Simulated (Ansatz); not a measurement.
The starting structures come from a database of crystals and need not be the phases stable at ambient conditions.

Here is the system:

```
CELL_PARAMETERS angstrom
      3.14528     0.00000     0.00000
      0.00000     5.09689     0.00000
      1.57264     0.00000     2.72389
ATOMIC_POSITIONS crystal
  Al 0.00000 0.00074 0.00000
  Ga 0.66667 0.50283 0.66667
  N  0.66667 0.88820 0.66667
  N  0.00000 0.37184 0.00000
```

Space group of this cell: P3m1. The cell is taken as given.

Method: r2SCAN (plane waves, PAW; Ansatz, a program for electronic structure).

The current runs along the normal of the first two printed vectors; no spin-orbit coupling. Scaled by the factor s: both lengths across the current (ions clamped). Meshes 12×6×12 and 10×6 across the current in all rows.

| s | mean pressure (GPa) | band gap (eV) |
|---|---|---|
| 0.98 | 8.5 | 3.66 |
| 1.00 | -0.4 | 3.37 |
| 1.02 | -7.7 | ? |

Question: Take the slope of the band gap against ln s from the two given rows, extrapolate to s = 1.02, and say what the run there gives.

Answer: Slope = (3.66 − 3.37) / ln 0.98 = -14.4 eV. The line gives 3.37 + (-14.4) × ln 1.02 = 3.09 eV. The run gives 3.00 eV, 0.09 eV under the line, 30 % of the predicted step.
